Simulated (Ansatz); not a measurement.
SrZrS3 (model structure, started from the cubic perovskite type, Pm-3m, No. 221, 5 atoms in the cell), treated with PBE in Ansatz (plane waves, PAW).

Run with plane-wave cutoff 520 eV, 8×8×8 k mesh, Fermi–Dirac smearing 0.01 eV, scalar-relativistic PAW data made under PBE.

Cell (relaxed with PBEsol):

```cif
data_S3SrZr
_chemical_formula_sum 'Sr1 Zr1 S3'
_space_group_name_H-M_alt 'Pm-3m'
_space_group_IT_number 221
_space_group_name_Hall '-P 4 2 3'
_cell_length_a 4.94808
_cell_length_b 4.94808
_cell_length_c 4.94808
_cell_angle_alpha 90.000
_cell_angle_beta 90.000
_cell_angle_gamma 90.000
loop_
_atom_site_label
_atom_site_type_symbol
_atom_site_symmetry_multiplicity
_atom_site_Wyckoff_symbol
_atom_site_fract_x
_atom_site_fract_y
_atom_site_fract_z
_atom_site_occupancy
Sr1 Sr 1 a 0.00000 0.00000 0.00000 1
Zr1 Zr 1 b 0.50000 0.50000 0.50000 1
S1 S 3 c 0.00000 0.50000 0.50000 1
```

Problem. Predict the band gap and smallest direct gap on the k points sampled.

Solution. 
band gap: 0.41 eV
smallest direct gap on the k points sampled: 0.89 eV

Note: the relaxation could raise the start's symmetry but not lower it, so the cell can be a saddle point; cell and atoms aren't relaxed at this level (pressure 2.7 GPa).

Spin–orbit coupling is not included.

Static lattice: no zero-point or thermal effects.

A model structure was made by putting elements into a prototype or built by hand; it is no filed structure, need not be a known phase, and can be a saddle point held by its symmetry.

Ansatz is a program for electronic structure.
